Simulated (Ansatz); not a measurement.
# Short convergence ladders for a (001) slab of LaBPd3 (cut from a parent of space group no. 221; 10 atoms in the cell)

```xyz
10
Lattice="4.3953 0.0000 0.0000 0.0000 4.3953 0.0000 0.0000 0.0000 20.5930" Properties=species:S:1:pos:R:3 pbc="T T T"
La     0.0000     0.0000     9.1977
B      2.1977     2.1977     7.0000
Pd     0.0000     2.1977     7.0000
Pd     2.1977     0.0000     7.0000
Pd     2.1977     2.1977     9.1977
La     0.0000     0.0000    13.5930
B      2.1977     2.1977    11.3953
Pd     0.0000     2.1977    11.3953
Pd     2.1977     0.0000    11.3953
Pd     2.1977     2.1977    13.5930
```

Base method: PBEsol, default PAW files made with PBE (plane waves; Ansatz, an electronic-structure program).

Base settings: basis.ecutwfc = 420 eV; kpoints.mp_grid.grid = 7 7 1; hamiltonian.xc = pbesol; hamiltonian.pseudopotentials = {kind: paw} (the program's default PAW files); scf.occupations.method = fermi_dirac; scf.occupations.width = 0.1 eV.

The count of work is k-points × plane waves × bands × iterations; it is no time. Core times come from one kind of shared machine, to one figure; runs under 30 s give none.

**The vacuum**

The mesh stays at the base's, so the ladder's end is converged at best in this setting alone.

Only quantities that move along the ladder and can be compared are tabulated.

```csv
vacuum between outermost atoms (Å),free energy less the last step's (meV/atom),largest difference of a force vector from the last step's (eV/Å),count of work / last
3.0,-183.14,0.882,0.21
4.0,-56.44,0.479,0.23
5.0,-11.53,0.182,0.28
6.0,-3.81,0.097,0.34
7.0,-3.09,0.064,0.37
8.0,-2.75,0.045,0.40
10.0,-1.96,0.028,0.45
12.0,-1.36,0.019,0.51
14.0,-0.98,0.014,0.56
17.0,-0.62,0.009,0.64
20.0,-0.39,0.005,0.73
25.0,-0.15,0.002,0.86
30.0,0.00,0.000,1.0
```

Smallest vacuum between outermost atoms (Å) that holds the free energy within 5 meV/atom of the last step, with all finer ones: 6.0, at 0.34 of the last step's count of work; the step before is off by 12 meV/atom.

Two neighbours can agree and both be off: 7.0 and 8.0 differ by 0.34 meV/atom in the free energy, yet lie about 2.7 meV/atom from the last step.

**The k-point mesh**

Only quantities that move along the ladder and can be compared are tabulated.

```csv
kpoints.mp_grid.grid,free energy less the last step's (meV/atom),largest difference of a force vector from the last step's (eV/Å),count of work / last
2 2 1,50.02,0.240,0.060
3 3 1,-7.83,0.077,0.060
4 4 1,-2.18,0.025,0.11
5 5 1,-0.63,0.030,0.11
6 6 1,-0.05,0.004,0.18
7 7 1,0.25,0.006,0.18
8 8 1,-0.12,0.002,0.27
9 9 1,0.01,0.001,0.27
10 10 1,0.01,0.001,0.38
12 12 1,-0.01,0.000,0.51
14 14 1,-0.01,0.000,0.65
17 17 1,0.00,0.000,0.82
19 19 1,0.00,0.000,1.0
```

Coarsest kpoints.mp_grid.grid that holds the free energy within 5 meV/atom of the last step, with all finer ones: 4 4 1, at 0.11 of the last step's count of work; the step before is off by 7.8 meV/atom.

Coarsest kpoints.mp_grid.grid that holds the forces within 0.005 eV/Å of the last step, with all finer ones: 8 8 1, at 0.27 of the last step's count of work; the step before is off by 0.006 eV/Å.

**The depth of the slab**

On a (001) slab of LaBPd3 (cut from a parent of space group no. 221; 5 atoms in the cell), and deeper slabs.

Surface energy = (E_slab − N e_bulk)/2A, with e_bulk from the bulk crystal on its finest mesh (120 k-points); errors per atom of slab and bulk, whose meshes differ, grow with N. The bulk cell stands at -4.4 GPa at this level, so the slab is strained in the plane.

The mesh stays at the base's, so the ladder's end is converged at best in this setting alone.

Only quantities that move along the ladder and can be compared are tabulated.

```tsv
atoms	unrelaxed surface energy (J/m²)	count of work / last	core time / last (rough)
5	1.296	0.036	–
10	1.371	0.12	–
15	1.367	0.21	–
20	1.366	0.33	0.2
25	1.366	0.52	0.4
30	1.367	0.70	0.5
35	1.368	1.0	1
```

Smallest size that holds the unrelaxed surface energy within 0.05 J/m² of the last step, with all finer ones: 10, at 0.12 of the last step's count of work; the step before is off by 0.071 J/m².

On the base run: the starting cell comes from a database of computed structures (which also holds hypothetical and non-ambient phases and stackings), without a prior relaxation at this level. The slab is cut from that crystal, and its faces are unrelaxed. Its lattice was rescaled by up to half a per cent. Spin polarisation is off. The two faces of this cut differ, and no dipole correction was used. In the base run, forces exceed 1 eV/Å.

Keys are those of Ansatz 0.2.
